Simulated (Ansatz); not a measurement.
The parent structure is GaN in the NiAs type structure (space group P6_3/mmc, No. 194; a = 2.969 Å, c = 5.041 Å; a model cell, its experimental status unchecked). Axes: x lies along a and z along c of the hexagonal cell.

One thing is altered: compressive biaxial strain of 0.35 % in the plane normal to [001], as in epitaxy on a mismatched substrate; the out-of-plane cell vector and the atoms relax.

Levels (all Ansatz, a first-principles code, PAW): PBEsol (420 eV, no spin-orbit coupling); r2SCAN (500 eV, no spin-orbit coupling); HSE06 (420 eV, no SOC).

One geometry, relaxed with PBEsol, under each level:

| level | band gap | lowest conduction level above the VBM at special points | electron mass | pressure |
|---|---|---|---|---|
| PBEsol | 1.21 eV | K 1.21 eV; Γ 1.66 eV; L 2.91 eV; M 3.59 eV | 0.23 mₑ out of plane, 0.33 mₑ in plane (at K) | 1.33 GPa |
| r2SCAN | … | … | … | … |
| HSE06 | 2.65 eV | K 2.65 eV; Γ 2.93 eV; L 4.28 eV | – | – |

Give the withheld r2SCAN results.


- r2SCAN, band gap: 1.88 eV
- r2SCAN, lowest conduction level above the VBM at special points: K 1.88 eV; Γ 2.16 eV; L 3.54 eV; M 4.16 eV
- r2SCAN, electron mass: 0.23 mₑ out of plane, 0.35 mₑ in plane (at K)
- r2SCAN, pressure: 0.73 GPa

Single points use the geometry relaxed with PBEsol. Their cutoffs differ, which shifts pressures a little. The hybrid gap comes from the SCF mesh plus the semilocal run's edge points and a few special points and is an upper bound. Effective masses come from finite differences of ±0.01 Å⁻¹. Whether these cells are dynamically stable was not tested. This is not the structure that GaN has at room temperature and ambient pressure.
